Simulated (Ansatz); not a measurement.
**Effect of isotropic strain −5.06 % on hypothetical fluorite HfSi2**

Base system: HfSi2 in the fluorite structure (space group Fm-3m, No. 225; a = 6.182 Å; a hypothetical phase, not in the database extracts checked; relaxed with 0.1 eV smearing).

The change: every lattice vector is shortened by 5.06 %; the atoms relax in the strained cell.

Calculations: PBEsol (Ansatz, a program for electronic structure, PAW, without spin-orbit coupling). Γ-centred 16×16×16 mesh, Fermi–Dirac width 0.1 eV.

| quantity | base | changed | shift |
|---|---|---|---|
| volume per atom | 19.69 Å³ | 16.85 Å³ | -2.84 Å³ |
| space group | Fm-3m (No. 225) | Fm-3m (No. 225) | – |
| shortest interatomic distance | 267.7 pm | 254.2 pm | -13.5 pm |
| energy relative to the base (free energy F) | 0 meV/atom | +146 meV/atom | +146 meV/atom |
| pressure | 0.0 GPa | 18.5 GPa | +18.5 GPa |
| band gap | zero | zero | – |

Whether these cells are dynamically stable was not tested. All final runs are without spin polarisation. HfSi2 has a high density of states at the Fermi level and may be magnetic at this level.
